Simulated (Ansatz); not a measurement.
LiAlH4, pressure series

The reference is LiAlH4 (space group I4_1/a, No. 88; a cell from a computed database, its experimental status unchecked).

```cif
data_H16Al4Li4
_chemical_formula_sum 'Li4 Al4 H16'
_space_group_name_H-M_alt 'I41/a :1'
_space_group_IT_number 88
_space_group_name_Hall 'I 4bw -1bw'
_cell_length_a 4.56504
_cell_length_b 4.56504
_cell_length_c 10.27694
_cell_angle_alpha 90.000
_cell_angle_beta 90.000
_cell_angle_gamma 90.000
loop_
_space_group_symop_operation_xyz
  'x, y, z'
  '-y, x+1/2, z+1/4'
  '-x+1/2, -y+1/2, z+1/2'
  'y+1/2, -x, z+3/4'
  '-x, -y+1/2, -z+1/4'
  'y, -x, -z'
  'x+1/2, y, -z+3/4'
  '-y+1/2, x+1/2, -z+1/2'
  'x+1/2, y+1/2, z+1/2'
  '-y+1/2, x, z+3/4'
  '-x, -y, z'
  'y, -x+1/2, z+1/4'
  '-x+1/2, -y, -z+3/4'
  'y+1/2, -x+1/2, -z+1/2'
  'x, y+1/2, -z+1/4'
  '-y, x, -z'
loop_
_atom_site_label
_atom_site_type_symbol
_atom_site_symmetry_multiplicity
_atom_site_Wyckoff_symbol
_atom_site_fract_x
_atom_site_fract_y
_atom_site_fract_z
_atom_site_occupancy
Li1 Li 4 b 0.00000 0.00000 0.50000 1
Al1 Al 4 a 0.00000 0.00000 0.00000 1
H1 H 16 f 0.25246 0.32667 0.16764 1
```
(The calculation used a cell of 12 atoms; values per cell refer to that cell.)

Cell and atoms are relaxed at each pressure.

Method: r2SCAN, PAW, 500 eV (Ansatz, an electronic-structure program; spin-orbit coupling left out).

```tsv
case	band gap	c/a ratio	volume per atom
base	4.56 eV	2.251	8.92 Å³
pressure −2 GPa	4.74 eV	2.311	9.90 Å³
pressure −1 GPa	4.64 eV	2.273	9.34 Å³
pressure 0.9 GPa	4.50 eV	2.236	8.63 Å³
pressure 2.1 GPa	4.41 eV	2.223	8.29 Å³
pressure 4.5 GPa	4.21 eV	2.205	7.77 Å³
pressure 9 GPa	3.86 eV	2.183	7.09 Å³
pressure 22.5 GPa	3.03 eV	2.154	5.98 Å³
pressure 30 GPa	2.68 eV	2.145	5.60 Å³
```

Load acts through the strain it causes; cell and atoms are relaxed under it. No phonon test of stability was made. Competing high-pressure phases were not computed. The base started in C2/c and relaxed to I4_1/a at this level.
